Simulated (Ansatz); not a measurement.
Base system: KTaO3 in the cubic perovskite structure (space group Pm-3m, No. 221; a = 4.023 Å).

Computed with PBE, PAW, 420 eV (Ansatz, an electronic-structure program; no spin-orbit coupling), earlier PAW set.

One thing is altered: cell and atoms relaxed at a pressure of 9 GPa.

Task: Predict the new mean gap deformation potential ΔEg/Δln V.

Result: The mean gap deformation potential ΔEg/Δln V amounts to -2.3 eV.

Spin-orbit coupling, missing from the scalar runs, can matter with Ta. Load acts through the strain it causes; cell and atoms are relaxed under it. No phonon test of stability was made. Competing high-pressure phases were not computed.
